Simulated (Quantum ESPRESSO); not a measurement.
Quantum ESPRESSO 7.5, DFT, PBE, plane waves, PseudoDojo 0.5 standard norm-conserving PBE (local tails restored to the Coulomb form): bcc W, 1 atom. Basis and mesh were picked for this test and aren't claimed converged.

```json
{
  "cell": "2.74, 2.74, 2.74 Å; 109.5, 109.5, 109.5°",
  "task": "scf",
  "k mesh": "18×18×18",
  "ecutwfc": "74 Ry",
  "ecutrho": "296 Ry",
  "occupations": "smearing",
  "smearing": "mv",
  "degauss": "0.02 Ry",
  "conv_thr": "1e-09 Ry",
  "tprnfor": "true",
  "tstress": "false",
  "k-point pools (-nk)": "24",
  "diagonalization": "david (default)",
  "mixing_mode": "plain (default)",
  "mixing_beta": "0.7 (default)",
  "mixing_ndim": "8 (default)",
  "k-points computed": "195",
  "bands": "11",
  "electrons": "14",
  "G-vectors of the density": "9213",
  "FFT grid": "30×30×30",
  "symmetry_operations": "48"
}
```

It runs on a single node (AMD EPYC (Zen 5), 96 cores on 1 socket, no SMT, 12 L3 cache groups; 94 cores' worth of CPU time may be used).

Run on 24 ranks × 2 threads, 1 BLAS thread, it takes 2.5 s from launch to exit:

```bash
OMP_NUM_THREADS=2 OPENBLAS_NUM_THREADS=1 mpirun -np 24 pw.x -nk 24 -in pw.in
```

From its output:

```
     Parallel version (MPI & OpenMP), running on      48 processor cores
     Number of MPI processes:                24
     Threads/MPI process:                     2
     K-points division:     npool     =      24
     Subspace diagonalization in iterative solution of the eigenvalue problem:
     a serial algorithm will be used
     Using Slab Decomposition
     number of atoms/cell      =            1
     number of electrons       =        14.00
     number of Kohn-Sham states=           11
     kinetic-energy cutoff     =      74.0000  Ry
     charge density cutoff     =     296.0000  Ry
     scf convergence threshold =      1.0E-09
     mixing beta               =       0.7000
     number of iterations used =            8  plain     mixing
     48 Sym. Ops., with inversion, found
     number of k points=   195  Marzari-Vanderbilt smearing, width (Ry)=  0.0200
     Dense  grid:     9213 G-vectors     FFT dimensions: (  30,  30,  30)
     Estimated max dynamical RAM per process >      12.29 MB
     Estimated total dynamical RAM >     243.24 MB
...
     init_run     :      0.55s CPU      0.39s WALL (       1 calls)
     electrons    :      2.79s CPU      1.50s WALL (       1 calls)
     forces       :      0.02s CPU      0.01s WALL (       1 calls)

     Called by init_run:
     wfcinit      :      0.30s CPU      0.16s WALL (       1 calls)
     potinit      :      0.03s CPU      0.02s WALL (       1 calls)
     hinit0       :      0.22s CPU      0.20s WALL (       1 calls)

     Called by electrons:
     c_bands      :      2.31s CPU      1.24s WALL (       7 calls)
     sum_band     :      0.41s CPU      0.22s WALL (       7 calls)
     v_of_rho     :      0.04s CPU      0.03s WALL (       7 calls)
     mix_rho      :      0.00s CPU      0.00s WALL (       7 calls)

     Called by c_bands:
     init_us_2    :      0.06s CPU      0.03s WALL (     144 calls)
     cegterg      :      1.90s CPU      1.02s WALL (      63 calls)

     Called by *egterg:
     cdiaghg      :      0.03s CPU      0.01s WALL (     230 calls)
     h_psi        :      2.09s CPU      1.14s WALL (     248 calls)
     g_psi        :      0.01s CPU      0.00s WALL (     176 calls)

     Called by h_psi:
     h_psi:calbec :      0.03s CPU      0.01s WALL (     248 calls)
     vloc_psi     :      2.04s CPU      1.11s WALL (     248 calls)
     add_vuspsi   :      0.02s CPU      0.01s WALL (     248 calls)

     General routines
     calbec       :      0.03s CPU      0.01s WALL (     284 calls)
     fft          :      0.14s CPU      0.11s WALL (      81 calls)
     ffts         :      0.00s CPU      0.00s WALL (       7 calls)
     fftw         :      2.32s CPU      1.26s WALL (    4331 calls)

     Parallel routines

     PWSCF        :      3.40s CPU      1.94s WALL
```

Wall times, medians of two to five repeats, each run alone on the node (launch to exit). Processes are pinned to neighbouring cores unless said otherwise. Build: conda-forge: Open MPI 5.0, OpenMP, OpenBLAS 0.3.34 (pthreads), FFTW, ScaLAPACK, ELPA. Other compilers and libraries give other times. Scratch files lie in a memory file system. This build's BLAS runs threads of its own beside OpenMP's, on the same cores; «BLAS threads» counts them.

Task: What holds this run back, and which change relieves it on the same cores with the result kept within 1.0 meV/atom in energy?

Result: The largest part is FFTs of H·ψ (vloc_psi), 44 % of the time from launch to exit. One change that relieves it (others may too): going from 24 ranks × 2 threads, 1 BLAS thread, -nk 24 to 48 ranks, -nk 48, the fastest of the measured ones that keep the result: 2.5 s to 1.4 s (1.8× as fast). The largest move is in FFTs of H·ψ (vloc_psi): 1.1 s to 0.23 s. These two results differ by: energy equal as printed. Others tried: 12 ranks × 4 threads, 1 BLAS thread, -nk 12 (3.7 s); 6 ranks × 8 threads, 1 BLAS thread, -nk 6 (6.5 s); 24 ranks × 2 threads, 2 BLAS threads, -nk 24 (7.8 s); 12 ranks × 4 threads, 4 BLAS threads, -nk 12 (20 s); 3 ranks × 16 threads, 1 BLAS thread, -nk 3 (32 s). Repeats scatter by up to 10 %. Launch, exit and the like take 0.60 s of the 1.4 s. 2 further settings of this study gave no repeated timing (cut by our limit, run once, or disturbed). 3 planned settings were not run, for want of time.
